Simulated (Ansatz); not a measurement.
We consider 1T (CdI2-type) TiI2, described by rVV10 (Ansatz, a program for electronic structure, PAW).

Settings: plane-wave cutoff 520 eV, 18×18×8 k mesh (along the axes of the cell as run), Fermi–Dirac smearing 0.05 eV, no spin polarisation, scalar-relativistic PAW data made under PBE.

Shape and atoms are relaxed at each volume.

Pressure at four volumes; x = ln(V/30.534 Å³). One pressure is withheld.

| V (Å³/atom) | x | P (GPa) |
|---|---|---|
| 29.313 | -0.0408 | 1.188 |
| 30.534 | 0.0000 | -0.012 |
| 31.145 | 0.0198 | -0.471 |
| 31.756 | 0.0392 | ? |

**Question.** Pass a parabola P(x) through the three rows shown, estimate the bulk modulus and its pressure derivative near zero pressure, and predict the withheld pressure.

**Answer.** Slopes between the rows: (-0.012 − (1.188))/(0.0000 − (-0.0408)) = -29.41 and (-0.471 − (-0.012))/(0.0198 − (0.0000)) = -23.18 GPa. Their difference over the span 0.0606 is c = 6.23/0.0606 = 102.8 GPa, so P(x) = 1.188 + (-29.41)(x − (-0.0408)) + 102.8 (x − (-0.0408))(x − (0.0000)). At the middle row B = −dP/dx = −[-29.41 + 102.8 × 0.0408] = 25.2 GPa, and B′ = dB/dP = 2c/B = 8.2. At x = 0.0392 the parabola gives -0.842 GPa; the run gives -0.839 GPa. The Birch–Murnaghan fit to the energies at all volumes has B0 = 25.0 GPa and B′ = 8.3.

Note: the run has no spin polarisation, so it can have missed a magnetic state; the volume lies 8 % below that of the published cell; the bulk modulus comes from volumes at which shape and atoms were relaxed; functionals without U or exact exchange can leave correlated insulators metallic, so the missing gap need not be real.

Spin–orbit coupling is not included; it can open a gap where bands touch, and shift volumes and moduli.
